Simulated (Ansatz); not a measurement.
The parent structure is Ge in the diamond structure (space group Fd-3m, No. 227; a = 5.6762 Å). Axes: x, y, z lie along the cube axes.

All numbers come from PBEsol (Ansatz, a first-principles code; PAW; 420 eV plane waves; without spin-orbit coupling).

One thing is altered: the cell is scaled by 1.0250 in all directions, atoms relaxed at fixed cell.

Predict the stress tensor and what it implies for the stiffness.

Stress of the strained cell less that of the base (GPa, compression positive):
```
   -4.2     0.0     0.0
    0.0    -4.2     0.0
    0.0     0.0    -4.2
```

Then B = −ΔP/(ΔV/V₀) with ΔV/V₀ = 0.0769 gives secant stiffness values (nonlinear terms included at this strain): B ≈ 54 GPa.

As a check, the harmonic strain energy −½ V₀ Δσ:ε is 22 meV/atom; the computed energy rise is 25 meV/atom.

No phonon test of stability was made.
